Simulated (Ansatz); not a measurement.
The starting structures come from a database of crystals and need not be the phases stable at ambient conditions.

 Where the default PAW files enter, the runs use the earlier of Ansatz's two default sets.

Input:

```xyz
14
Lattice="4.4125 0.0000 0.0000 0.0000 6.0517 0.0000 0.0000 0.0000 6.0517" Properties=species:S:1:pos:R:3 pbc="T T T"
V      3.4843     3.0259     0.0000
V      0.9281     0.0000     3.0259
P      2.2062     3.0259     3.0259
P      2.2062     0.0000     0.0000
O      1.3038     1.8149     2.7208
O      1.3038     5.7467     1.2109
O      1.3038     4.2368     3.3309
O      1.3038     0.3050     4.8408
O      3.1086     1.2109     0.3050
O      3.1086     3.3309     1.8149
O      3.1086     4.8408     5.7467
O      3.1086     2.7208     4.2368
O      0.6532     3.0259     0.0000
O      3.7593     0.0000     3.0259
```

Space group of this cell: P4/n. The cell was relaxed by PBE-D3(BJ); by r2SCAN its mean pressure is -4.0 GPa.

Transport runs along the normal of the first two printed cell vectors, the (100) plane of the conventional cell.

No gap correction and no spin-orbit coupling; mid-gap values are interpolated between computed energies.

Give the band gap and the smallest decay constant κ at mid-gap that r2SCAN (Ansatz, a program for electronic structure) yields.

Gap 2.29 eV on a 8×6×6 mesh; κ = 0.419 1/Å, at (0.500, 0.000) of the in-plane reciprocal vectors. At the zone centre, at the nearest computed energy, the slowest state has κ = 0.49 1/Å.
